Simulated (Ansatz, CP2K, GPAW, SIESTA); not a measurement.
One structure in several programs: BaSr₃ (Fm-3m, 4 atoms in the cell)

Self-consistent single point.

```yaml
crystal:
  lattice:
    - [0.00000, 4.83359, 4.83359]
    - [4.83359, 0.00000, 4.83359]
    - [4.83359, 4.83359, 0.00000]
  atoms:
    - { symbol: Ba, position: [0.00000, 0.00000, 0.00000] }
    - { symbol: Sr, position: [0.25000, 0.25000, 0.25000] }
    - { symbol: Sr, position: [0.75000, 0.75000, 0.75000] }
    - { symbol: Sr, position: [0.50000, 0.50000, 0.50000] }
```

Shared settings, as Ansatz (an electronic-structure program) writes them: kpoints.mp_grid.grid = 8 8 8; scf.occupations.method = fermi_dirac; scf.occupations.width = 0.1 eV. Potentials and cutoffs stand in the table.

```csv
code,model,pressure (GPa),cutoff
Ansatz,"LDA (PW92), PAW files made with PBE",-1.34,420 eV
GPAW,"LDA (Perdew-Wang 92), GPAW PAW datasets LDA (gpaw-data 1.0.1)",-1.32,550 eV
SIESTA,"LDA PW92, numerical atomic orbitals DZP, PseudoDojo LDA standard norm-conserving potentials (rewritten from UPF to PSML)",3.46,grid 400 Ry
CP2K,"LDA (Pade form), GPW, DZVP-MOLOPT-SR-GTH basis, GTH-PADE potentials (GTH_POTENTIALS)",-0.62,grid 500 Ry
```

The spread over the programs that give each value: pressure within 4.80 GPa.

SIESTA and CP2K use small atom-centred bases, whose incompleteness enters pressures, forces and empty levels differently from a plane-wave cutoff. Ansatz's pressure is given at a fixed set of plane waves, as the other plane-wave codes print theirs. In the pressure, SIESTA (by 4.79) lies more than 1 GPa from the median of the plane-wave programs.

The starting cell comes from a database of computed structures (which also holds hypothetical and non-ambient phases and stackings), without a prior relaxation at this level. Its lattice was rescaled by a random factor within 2.5 % of one.

Left out of this page: FLEUR (not drawn, or without a comparable value).

Keys are those of Ansatz 0.2.
